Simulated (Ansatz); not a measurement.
Base system: HfO2 in the fluorite structure (space group Fm-3m, No. 225; a = 5.0585 Å). Axes: x, y, z lie along the cube axes.

All numbers come from r2SCAN (Ansatz, a quantum-chemistry and plane-wave program), without spin-orbit coupling.

One thing is altered: uniaxial strain ε_yy = +1.30 %, all other strain components held at zero, atoms relaxed at fixed cell.

### Question
Predict the stress tensor and what it implies for the stiffness.

### Answer
Stress of the strained cell less that of the base (GPa, compression positive):
```
  -1.31    0.00    0.00
   0.00   -7.57    0.00
   0.00    0.00   -1.31
```

Then −Δσ_ii/ε with ε = 0.0130 gives secant stiffness values (nonlinear terms included at this strain): C22 ≈ 583 GPa, C12 ≈ 101 GPa and C23 ≈ 101 GPa.

Whether these cells are dynamically stable was not tested. This is not the structure that HfO2 has at room temperature and ambient pressure.
